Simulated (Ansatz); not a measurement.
## How the Voigt–Reuss–Hill bulk modulus of stishovite (SiO2) moves with the method

No measured value is used here.

| level (code) | value (GPa) | cell (Å³/atom) |
|---|---|---|
| LDA (Ansatz) | 314 | 7.66 |
| PBE (Ansatz) | 269 | 8.05 |
| r²SCAN (Ansatz) | 310 | 7.79 |
| PBE0 (Ansatz) | 314 | 7.75 |

Each level is taken at its own relaxed cell. Cutoffs and k meshes differ between the levels. Ansatz's density-functional and Hartree–Fock values are scalar-relativistic unless marked +SOC, with PAW data made under PBE.

Ansatz is a first-principles code.
